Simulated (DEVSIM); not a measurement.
Structure: TaN/HfO2/p-In0.53Ga0.47As capacitor, at 300 K.

Layer 1 from the left is HfO2, thickness (nm) 3.00. Layer 2 from the left is In0.53Ga0.47As, thickness (nm) 12000, Na (cm⁻³) 2.4e15.

Metal gate on the left, work function 4.4 eV. Fixed charge at the semiconductor interface -1.8e11 cm⁻² (in units of +e); no interface traps.

This is a model device: material constants are rounded textbook-type values typed into the input, and sizes, dopings and lifetimes were drawn at random. Values at 300 K.

HfO2: gap (eV) 5.7, affinity (eV) 2.5, permittivity 22. In0.53Ga0.47As: gap (eV) 0.74, affinity (eV) 4.51, permittivity 13.9, Nc (cm⁻³) 2.1e17, Nv (cm⁻³) 7.7e18.

**Question.** Estimate by hand the flat-band voltage, the threshold voltage, and compare with a numerical solution.

**Answer.** 
- Flat-band voltage: C = 6.49 μF/cm², work-function difference -0.641 V; VFB = φms − qNf/C = -0.64 V; numerical -0.64 V.
- Threshold voltage: φF = 0.208 V, depletion charge √(4εqNφF) = 1.98e-8 C/cm²; VT = VFB + 2φF + Qd/C = -0.22 V; numerical -0.22 V.

Model (solved in DEVSIM): 1D Poisson equation in equilibrium, Boltzmann statistics, complete ionisation; no quantum confinement or tunnelling. Metal contacts follow the ideal Schottky-Mott rule: no Fermi-level pinning, no interface dipoles.
